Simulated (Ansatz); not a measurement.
Take KH in the zinc blende structure (space group F-43m, No. 216; a = 6.209 Å; a hypothetical phase, not in the database extracts checked) as the base. Axes: x, y, z lie along the cube axes.

(Cell as relaxed with PBE.)

Levels (all Ansatz, a quantum-chemistry and plane-wave program, PAW): PBE (420 eV, scalar-relativistic without spin-orbit coupling); PBEsol (420 eV, spin-orbit coupling left out).

Each level relaxes its own structure.

| base | PBE | PBEsol |
|---|---|---|
| volume per atom | 29.93 Å³ | 28.74 Å³ |
| lattice parameter a | 6.209 Å | 6.126 Å |
| band gap | 3.64 eV | 3.54 eV |

Now apply this change: the cell is compressed by 1.76 % along x with no lateral relaxation; the atoms relax in the strained cell.

```json
[
 {"quantity": "stress (xx, yy, zz, yz, xz, xy; compression positive)", "PBE": "(0.20, 0.18, 0.18, 0.00, 0.00, 0.00) GPa", "PBEsol": "[?]"},
 {"quantity": "smallest direct gap", "PBE": "3.79 eV", "PBEsol": "[?]"},
 {"quantity": "energy relative to the base (free energy F)", "PBE": "+0.3 meV/atom", "PBEsol": "[?]"},
 {"quantity": "band gap", "PBE": "3.66 eV", "PBEsol": "[?]"}
]
```

Task: What does PBEsol give?

Result: 
- stress (xx, yy, zz, yz, xz, xy; compression positive), PBEsol: (0.20, 0.19, 0.19, 0.00, 0.00, 0.00) GPa
- smallest direct gap, PBEsol: 3.63 eV
- energy relative to the base (free energy F), PBEsol: +0.3 meV/atom
- band gap, PBEsol: 3.55 eV

PBE's smallest direct gap lies 0.16 eV above PBEsol's; PBE's band gap lies 0.104 eV above PBEsol's; the two agree on the energy relative to the base. Neither level is exact; PBEsol is the comparison here, not a measurement.

Whether these cells are dynamically stable was not tested.
